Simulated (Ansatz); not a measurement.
KTaO$_{3}$ in the cubic perovskite structure (space group Pm-3m, No. 221)

```cif
data_KO3Ta
_chemical_formula_sum 'K1 Ta1 O3'
_space_group_name_H-M_alt 'Pm-3m'
_space_group_IT_number 221
_space_group_name_Hall '-P 4 2 3'
_cell_length_a 3.98419
_cell_length_b 3.98419
_cell_length_c 3.98419
_cell_angle_alpha 90.000
_cell_angle_beta 90.000
_cell_angle_gamma 90.000
loop_
_atom_site_label
_atom_site_type_symbol
_atom_site_symmetry_multiplicity
_atom_site_Wyckoff_symbol
_atom_site_fract_x
_atom_site_fract_y
_atom_site_fract_z
_atom_site_occupancy
K1 K 1 a 0.00000 0.00000 0.00000 1
Ta1 Ta 1 b 0.50000 0.50000 0.50000 1
O1 O 3 c 0.00000 0.50000 0.50000 1
```

Method: PBEsol in Ansatz (plane waves to 420 eV, PAW, without spin-orbit coupling), earlier PAW set. Γ-centred 8×8×8 mesh, Fermi–Dirac width 0.05 eV.

| Quantity | Value |
|---|---|
| Volume per atom | 12.65 Å³ |
| Density | 7.04 g/cm³ |
| Band gap | 2.15 eV, indirect, R → Γ |
| Lowest conduction-band minima above the VBM | Γ 2.15 eV |
| Total energy | -2602.406 eV/atom (σ→0; compares only within this code and set-up) |

Spin-orbit coupling, missing from the scalar runs, can matter with Ta. Stability against distortions was not tested.

Ansatz is a quantum-chemistry and plane-wave program.
